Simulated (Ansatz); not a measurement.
## A computed series for CdSe: pressure series

Take CdSe in the zinc blende structure (space group F-43m, No. 216; a = 6.0816 Å) as the base.

Cell and atoms are relaxed at each pressure.

Method: DFT with PBEsol, PAW potentials and a 420 eV plane-wave cutoff in Ansatz (a quantum-chemistry and plane-wave program), no spin-orbit coupling.

Candidates:
(a) pressure 30 GPa
(b) pressure 0.9 GPa
(c) pressure 22.5 GPa

For the base:

| Property | Value |
|---|---|
| Band gap | 0.48 eV |

**Question.** Order them by band gap, lowest first.

**Answer.** (b) pressure 0.9 GPa (0.51 eV), (c) pressure 22.5 GPa (0.92 eV), (a) pressure 30 GPa (0.99 eV)

Load acts through the strain it causes; cell and atoms are relaxed under it. No phonon test of stability was made. Tetrahedral semiconductors of this kind turn to denser phases somewhere between about 1 and 50 GPa; those were not computed, so compressed cells here can lie past the real transition.
